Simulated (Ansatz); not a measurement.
The starting structures come from a database of crystals and need not be the phases stable at ambient conditions.

By PBEsol, the system below comes out a metal.

```
NbRh3
1.0
    3.87893     0.00000     0.00000
    0.00000     3.87893     0.00000
    0.00000     0.00000     3.87893
Nb Rh
1 3
Direct
  0.00000   0.00000   0.00000
  0.00000   0.50000   0.50000
  0.50000   0.00000   0.50000
  0.50000   0.50000   0.00000
```

The cell is taken as given; by PBEsol it stands under a pressure of -6.9 GPa.

The current flows along the normal of the first two printed cell vectors, the (001) plane of the conventional cell. No spin-orbit coupling; the value is a mean over 0.1 eV about the Fermi level.

**Question.** Estimate the ballistic conductance per area that PBEsol run with Ansatz (a first-principles code) returns for this system.

**Answer.** 0.81 × 10¹⁵ S/m² for both spins.
